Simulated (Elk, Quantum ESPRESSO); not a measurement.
## Pr2Co2SiC (Immm, 6 atoms in the cell) computed with different codes at matched settings

Self-consistent single point.

```
CELL_PARAMETERS angstrom
     -1.94416     2.97007     4.46359
      1.94416    -2.97007     4.46359
      1.94416     2.97007    -4.46359
ATOMIC_POSITIONS crystal
  Pr 0.69025 0.19025 0.50000
  Pr 0.30975 0.80975 0.50000
  Co 0.79446 0.50000 0.29446
  Co 0.20554 0.50000 0.70554
  Si 0.00000 0.00000 0.00000
  C  0.50000 0.50000 0.00000
```
Moments meant for the start (each program seeds them in its own way; μB, in the order of the atoms Pr Pr Co Co Si C): 2.0 2.0 0.0 0.0 0.0 0.0.

All programs got the same cell, k-point mesh and kind of occupations, and the same starting moments (in Quantum ESPRESSO's words: occupations = smearing; smearing = gauss; degauss = 0.0073499 Ry; nspin = 2; K_POINTS = automatic 5 5 5 0 0 0); potentials, basis and cutoffs are each program's usual ones.

| code | model | size of the net moment (μB/atom) | cutoff |
|---|---|---|---|
| Quantum ESPRESSO | LDA (PZ), SSSP 1.1.2 efficiency (PBE) pseudopotentials | 0.80 | 50 Ry |
| Elk | LDA (PW92), all-electron FP-LAPW, Elk's shipped species files, default APW+lo basis | 0.81 | rgkmax 7 |

The spread over the programs that give each value: size of the net moment within 0.01 μB/atom.

The starting cell comes from a database of computed structures (which also holds hypothetical and non-ambient phases and stackings), without a prior relaxation at this level. Its lattice was rescaled by a random factor within 2.5 % of one. On Quantum ESPRESSO's run: Spin-orbit coupling is off. The magnetic order is the one reached from the typed start; others were not searched systematically. With U or open f shells several self-consistent states can exist. The f electrons are in the valence without U or exact exchange, which can misplace them near the Fermi level. Spin-orbit terms, which matter for f shells, are left out. With a pressure of about -6 GPa the cell is away from its equilibrium volume at this level.

Q: Why do the programs differ, and what cannot be compared?

A: Differences of this kind can come from the potentials, where these differ, and from what each basis and cutoff leave unconverged. The zero of total energies and Fermi levels follows the potentials and each program's conventions, so they are not compared here. Elk treats all electrons, but the usual bases taken here (sphere radii, linearisation, local orbitals, empty states) were not tested for convergence, so the values are no reference for the others. The same LDA comes in different parametrisations, which differ slightly. Site moments depend on each program's spheres or projections; the total moment of the cell does not.

Left out of this page: Ansatz (with a known weakness of the program); GPAW and FLEUR (stopped by limits of time or memory).
